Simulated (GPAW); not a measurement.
Band structure of CrO2 (Pnnm, 6 atoms in the cell).

```
CELL_PARAMETERS angstrom
      4.44805     0.00000     0.00000
      0.00000     4.52924     0.00000
      0.00000     0.00000     2.98596
ATOMIC_POSITIONS crystal
  Cr 0.50000 0.50000 0.50000
  Cr 0.00000 0.00000 0.00000
  O  0.79297 0.18982 0.50000
  O  0.20703 0.81018 0.50000
  O  0.29297 0.31018 0.00000
  O  0.70703 0.68982 0.00000
```
Moments meant for the start (each program seeds them in its own way; μB, in the order of the atoms Cr Cr O O O O): 3.0 3.0 0.0 0.0 0.0 0.0.

Method: PBEsol, GPAW PAW datasets PBEsol (made by gpaw-setup) (plane waves; GPAW).

Settings: spinpol = true; mode = pw; ecut = 900 eV; xc = PBEsol; kpts = 4 4 5; mesh shift (steps) = 0 0 0; occupations.name = methfessel-paxton; occupations.width = 0.272 eV; occupations.order = 0; nbands = -12; convergence.forces = 0.001 eV/Å; symmetry.symmorphic = false; symmetry.tolerance = 0.0005; maxiter = 120.

The starting cell comes from a database of computed structures (which also holds hypothetical and non-ambient phases and stackings), without a prior relaxation at this level. The magnetic order is the one reached from the typed start; others were not searched systematically.

Levels in eV from the Fermi level, bands 17 to 24 of the first spin channel:
| point | 17 | 18 | 19 | 20 | 21 | 22 | 23 | 24 |
|---|---|---|---|---|---|---|---|---|
| Γ | -1.16 | -1.13 | -1.01 | -0.96 | -0.50 | 0.81 | 1.06 | 3.36 |
| X | -0.76 | -0.76 | -0.03 | -0.03 | 0.67 | 0.67 | 2.21 | 2.21 |
| S | -1.40 | -1.40 | -0.75 | -0.75 | 0.75 | 0.75 | 1.31 | 1.31 |
| Y | -0.81 | -0.81 | -0.34 | -0.34 | 0.24 | 0.24 | 3.05 | 3.05 |
| Z | -0.80 | -0.80 | -0.33 | -0.33 | 0.23 | 0.23 | 3.00 | 3.00 |
| U | -1.44 | -1.44 | -0.75 | -0.75 | 0.87 | 0.87 | 1.27 | 1.27 |
| R | -0.75 | -0.75 | -0.18 | -0.18 | -0.01 | -0.01 | 2.47 | 2.47 |
| T | -1.46 | -1.46 | -1.15 | -1.15 | 0.80 | 0.80 | 2.41 | 2.41 |

Bands cross the Fermi level along this path, so the cell is metallic at this level.

The net moment of the cell came out as 4.00 μB.
